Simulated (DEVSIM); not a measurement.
Device: GaAs n-i-p diode, at 350 K.

```csv
layer (left to right),material,thickness (μm),Nd (cm⁻³),Na (cm⁻³),τn (s),τp (s)
1,GaAs,0.180,1.3e17,-,7.2e-8,7.2e-8
2,GaAs,5.00,-,2.4e11,7.2e-8,7.2e-8
3,GaAs,2.10,-,4.9e17,7.2e-8,7.2e-8
```

Left contact: ohmic. Right contact: ohmic. Voltage is applied to the left contact. Recombination: SRH at mid-gap, radiative, Auger. Mobility is constant in doping.

The device is made up for the run: typed textbook-type constants, with dimensions and the other settings drawn at random. Values at 300 K; Nc and Nv go as T^1.5, mobilities as T to minus their exponent, the gap by Varshni's rule with the affinity fixed.

```tsv
parameter	GaAs
gap (eV)	1.424
affinity (eV)	4.07
permittivity	12.9
Nc (cm⁻³)	4.7e17
Nv (cm⁻³)	9e18
μn (cm²/Vs)	8500
μp (cm²/Vs)	400
T exponent of μn	2.1
T exponent of μp	2.2
B (cm³/s)	2e-10
Cn (cm⁶/s)	1e-30
Cp (cm⁶/s)	1e-30
Varshni α (eV/K)	0.000541
Varshni β (K)	204
```

Simulated with DEVSIM: 1D drift-diffusion, Boltzmann statistics, complete ionisation; no tunnelling, impact ionisation, image-force lowering or self-heating.

### Question
Tabulate band edges, carrier densities and field at zero bias.

### Answer
Energies count from the Fermi level of the right contact; mesh points crowd at the junctions.

```json
[
 {"x (μm)": "0.000", "Ec (eV)": "0.046", "Ev (eV)": "-1.355", "n (cm⁻³)": "1.3e17", "p (cm⁻³)": "< 1e2", "field (V/cm)": "≈ 0"},
 {"x (μm)": "0.03057", "Ec (eV)": "0.046", "Ev (eV)": "-1.355", "n (cm⁻³)": "1.3e17", "p (cm⁻³)": "< 1e2", "field (V/cm)": "≈ 0"},
 {"x (μm)": "0.08926", "Ec (eV)": "0.046", "Ev (eV)": "-1.355", "n (cm⁻³)": "1.3e17", "p (cm⁻³)": "< 1e2", "field (V/cm)": "25"},
 {"x (μm)": "0.1490", "Ec (eV)": "0.049", "Ev (eV)": "-1.352", "n (cm⁻³)": "1.2e17", "p (cm⁻³)": "< 1e2", "field (V/cm)": "2400"},
 {"x (μm)": "0.1867", "Ec (eV)": "0.088", "Ev (eV)": "-1.313", "n (cm⁻³)": "3.2e16", "p (cm⁻³)": "< 1e2", "field (V/cm)": "16000"},
 {"x (μm)": "0.2309", "Ec (eV)": "0.137", "Ev (eV)": "-1.264", "n (cm⁻³)": "6.4e15", "p (cm⁻³)": "< 1e2", "field (V/cm)": "7600"},
 {"x (μm)": "0.3387", "Ec (eV)": "0.190", "Ev (eV)": "-1.210", "n (cm⁻³)": "1.1e15", "p (cm⁻³)": "< 1e2", "field (V/cm)": "3600"},
 {"x (μm)": "0.7709", "Ec (eV)": "0.293", "Ev (eV)": "-1.107", "n (cm⁻³)": "3.5e13", "p (cm⁻³)": "1300", "field (V/cm)": "2000"},
 {"x (μm)": "1.653", "Ec (eV)": "0.463", "Ev (eV)": "-0.938", "n (cm⁻³)": "1.3e11", "p (cm⁻³)": "350000", "field (V/cm)": "1900"},
 {"x (μm)": "3.450", "Ec (eV)": "0.804", "Ev (eV)": "-0.596", "n (cm⁻³)": "1500000", "p (cm⁻³)": "2.9e10", "field (V/cm)": "1900"},
 {"x (μm)": "4.512", "Ec (eV)": "1.007", "Ev (eV)": "-0.394", "n (cm⁻³)": "1900", "p (cm⁻³)": "2.4e13", "field (V/cm)": "1900"},
 {"x (μm)": "4.990", "Ec (eV)": "1.116", "Ev (eV)": "-0.285", "n (cm⁻³)": "< 1e2", "p (cm⁻³)": "8.9e14", "field (V/cm)": "3300"},
 {"x (μm)": "5.116", "Ec (eV)": "1.177", "Ev (eV)": "-0.224", "n (cm⁻³)": "< 1e2", "p (cm⁻³)": "6.8e15", "field (V/cm)": "7800"},
 {"x (μm)": "5.168", "Ec (eV)": "1.242", "Ev (eV)": "-0.159", "n (cm⁻³)": "< 1e2", "p (cm⁻³)": "5.9e16", "field (V/cm)": "22000"},
 {"x (μm)": "5.210", "Ec (eV)": "1.306", "Ev (eV)": "-0.095", "n (cm⁻³)": "< 1e2", "p (cm⁻³)": "4.8e17", "field (V/cm)": "550"},
 {"x (μm)": "5.287", "Ec (eV)": "1.306", "Ev (eV)": "-0.095", "n (cm⁻³)": "< 1e2", "p (cm⁻³)": "4.9e17", "field (V/cm)": "≈ 0"},
 {"x (μm)": "5.471", "Ec (eV)": "1.306", "Ev (eV)": "-0.095", "n (cm⁻³)": "< 1e2", "p (cm⁻³)": "4.9e17", "field (V/cm)": "≈ 0"},
 {"x (μm)": "5.944", "Ec (eV)": "1.306", "Ev (eV)": "-0.095", "n (cm⁻³)": "< 1e2", "p (cm⁻³)": "4.9e17", "field (V/cm)": "≈ 0"},
 {"x (μm)": "6.839", "Ec (eV)": "1.306", "Ev (eV)": "-0.095", "n (cm⁻³)": "< 1e2", "p (cm⁻³)": "4.9e17", "field (V/cm)": "≈ 0"},
 {"x (μm)": "7.111", "Ec (eV)": "1.306", "Ev (eV)": "-0.095", "n (cm⁻³)": "< 1e2", "p (cm⁻³)": "4.9e17", "field (V/cm)": "≈ 0"},
 {"x (μm)": "7.224", "Ec (eV)": "1.306", "Ev (eV)": "-0.095", "n (cm⁻³)": "< 1e2", "p (cm⁻³)": "4.9e17", "field (V/cm)": "≈ 0"},
 {"x (μm)": "7.280", "Ec (eV)": "1.306", "Ev (eV)": "-0.095", "n (cm⁻³)": "< 1e2", "p (cm⁻³)": "4.9e17", "field (V/cm)": "≈ 0"}
]
```
